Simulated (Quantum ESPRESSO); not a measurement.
Quantum ESPRESSO run on HfRh₃ (Pm-3m, 4 atoms in the cell): self-consistent single point.

Computed with PBEsol-D3(0), SSSP 1.1.2 efficiency (PBE) pseudopotentials (plane waves; Quantum ESPRESSO).

```yaml
crystal:
  lattice:
    - [3.91422, 0.00000, 0.00000]
    - [0.00000, 3.91422, 0.00000]
    - [0.00000, 0.00000, 3.91422]
  atoms:
    - { symbol: Hf, position: [0.00000, 0.00000, 0.00000] }
    - { symbol: Rh, position: [0.50000, 0.00000, 0.50000] }
    - { symbol: Rh, position: [0.00000, 0.50000, 0.50000] }
    - { symbol: Rh, position: [0.50000, 0.50000, 0.00000] }
```

Reference input (self-consistent single point, DFT, PBEsol, plane waves, SSSP 1.1.2 efficiency (PBE) pseudopotentials): ecutwfc = 60 Ry; occupations = smearing; smearing = marzari-vanderbilt; degauss = 0.0036749 Ry; input_dft = pbesol; potentials = {Hf: Hf-sp.oncvpsp.upf, Rh: Rh_ONCV_PBE-1.0.oncvpsp.upf}; K_POINTS = automatic 11 11 11 0 0 0; conv_thr = 1e-11 Ry. This run's input differs from it in these lines:

```diff
@@ -17,2 +17,5 @@
    input_dft = 'pbesol'
+   vdw_corr = 'grimme-d3'
+   dftd3_version = 3
+   dftd3_threebody = .false.
 /
```

The program printed (abridged):

```
     Self-consistent Calculation

     iteration #  1     ecut=    60.00 Ry     beta= 0.70

     Threshold (ethr) on eigenvalues was too large:
     Diagonalizing with lowered threshold

     total energy              =    -763.07271699 Ry
     estimated scf accuracy    <       0.23492934 Ry

     iteration #  2     ecut=    60.00 Ry     beta= 0.70

     total energy              =    -762.97117733 Ry
     estimated scf accuracy    <       1.23364907 Ry

     iteration #  3     ecut=    60.00 Ry     beta= 0.70

     total energy              =    -763.18403788 Ry
     estimated scf accuracy    <       0.02040878 Ry

   [... 5 blocks of this kind left out ...]

     iteration #  9     ecut=    60.00 Ry     beta= 0.70

     total energy              =    -763.18666761 Ry
     estimated scf accuracy    <          1.1E-10 Ry

     iteration # 10     ecut=    60.00 Ry     beta= 0.70
     End of self-consistent calculation

     the Fermi energy is    20.9624 ev

!    total energy              =    -763.18666761 Ry
     estimated scf accuracy    <          3.7E-13 Ry
     smearing contrib. (-TS)   =       0.00001631 Ry
     internal energy E=F+TS    =    -763.18668391 Ry

     DFT-D3 Dispersion         =      -0.13733400 Ry

     convergence has been achieved in  10 iterations

     Forces acting on atoms (cartesian axes, Ry/au):

     atom    1 type  1   force =     0.00000000    0.00000000    0.00000000
   [... zero for the other atoms too ...]

     Total force =     0.000000     Total SCF correction =     0.000000

          total   stress  (Ry/bohr**3)                   (kbar)     P=     -110.47
  -0.00075093   0.00000000   0.00000000         -110.47        0.00        0.00
   0.00000000  -0.00075093   0.00000000            0.00     -110.47        0.00
   0.00000000   0.00000000  -0.00075093            0.00        0.00     -110.47

   JOB DONE.
```

The run converged in 10 iterations. Against the reference run the pressure goes from -4.19 to -11.05 GPa.

The starting cell comes from a database of computed structures (which also holds hypothetical and non-ambient phases and stackings), without a prior relaxation at this level. Spin polarisation is off. With a pressure of about -11 GPa the cell is away from its equilibrium volume at this level.

Cost on one core of a shared machine: roughly 60 s.
